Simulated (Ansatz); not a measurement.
Consider Ca in the fcc (Cu type) structure (space group Fm-3m, No. 225; a = 5.456 Å; relaxed with 0.1 eV smearing). Axes: x, y, z lie along the cube axes.

Computed with DFT with PBEsol, PAW potentials and a 420 eV plane-wave cutoff in Ansatz (a first-principles code), spin-orbit coupling left out.

Perturbation: biaxial strain +0.83 %, plane normal [111], relaxed out of plane (Cartesian); in-plane vectors clamped, the third vector and the atoms free.

Question: Predict the new energy relative to the base, out-of-plane strain and in-plane stress.

Answer: The energy grows by 0.7 meV/atom; the out-of-plane strain amounts to -0.30 %; the mean in-plane stress (compression positive) amounts to -0.3 GPa.

No phonon test of stability was made.
